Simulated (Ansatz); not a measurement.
Data:

```yaml
crystal:
  lattice:
    - [3.65978, 0.00000, 0.00000]
    - [1.82989, 3.16946, 0.00000]
    - [0.00000, 0.00000, 5.73389]
  atoms:
    - { symbol: Hf, position: [0.00000, 0.00000, 0.00000] }
    - { symbol: S, position: [0.33333, 0.33333, 0.24969] }
    - { symbol: S, position: [0.66667, 0.66667, 0.75031] }
```

No spin polarisation.

The values are results of PBE-D3(BJ) (Ansatz, a quantum-chemistry and plane-wave program), no SOC, not measurements. k-mesh 11×11×6 (Γ-centred); smearing 0.05 eV (Fermi–Dirac).

**Question.** What is the computed gap character?

**Answer.** Indirect, Γ → L.

**Question.** What band gap does the calculation give?

**Answer.** 0.93 eV.

**Question.** What is the computed valence-band top at Γ (three highest levels, from the VBM)?

**Answer.** 0.00, -0.30, -0.30 eV.

**Question.** What is the computed smallest direct gap?

**Answer.** 1.75 eV.

With Hf present, leaving out spin-orbit coupling can change the band edges. The cells carry an imposed strain or load. Whether these cells are dynamically stable was not tested. The cell was made from HfS2 in the CdI2 type structure (space group P-3m1, No. 164; layered, stacked along the Cartesian z axis) by this change: biaxial strain +1.50 %, plane normal [001], relaxed out of plane.
